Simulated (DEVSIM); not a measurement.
Structure: illuminated Si p-on-n cell, one wavelength, at 300 K.

Layer 1 from the left is Si, thickness (μm) 0.230, Na (cm⁻³) 3.1e18, τn (s) 1.9e-8, τp (s) 1.3e-7, absorption coefficient (cm⁻¹) 1500. Layer 2 from the left is Si, thickness (μm) 29.0, Nd (cm⁻³) 5.4e15, τn (s) 1e-6, τp (s) 1e-6, absorption coefficient (cm⁻¹) 1500.

Left contact: ohmic, minority electron recombination velocity 20 cm/s. Right contact: ohmic, minority hole recombination velocity 8000 cm/s. Voltage is applied to the left contact. Recombination: SRH at mid-gap, radiative, Auger. Gap narrowing is on: ΔEg = 6.92 meV × (l + √(l² + 0.5)), l = ln(N/1.3e17 cm⁻³), shared equally by both band edges. Light enters at the left, 1.2e16 photons cm⁻² s⁻¹, one pass, no reflection. Mobility is constant in doping.

The device is made up for the run: typed textbook-type constants, with dimensions and the other settings drawn at random. Values at 300 K.

Si: gap (eV) 1.124, affinity (eV) 4.05, permittivity 11.7, Nc (cm⁻³) 2.86e19, Nv (cm⁻³) 3.1e19, μn (cm²/Vs) 1417, μp (cm²/Vs) 470, B (cm³/s) 4.7e-15, Cn (cm⁶/s) 2.8e-31, Cp (cm⁶/s) 9.9e-32.

Model (solved in DEVSIM): 1D drift-diffusion, Boltzmann statistics, complete ionisation; no tunnelling, impact ionisation, image-force lowering or self-heating.

Task: What does the simulation give for the fill factor, the dark forward voltage at 100 A/cm²?

Result: fill factor 0.79; dark forward voltage at 100 A/cm² 0.826 V.
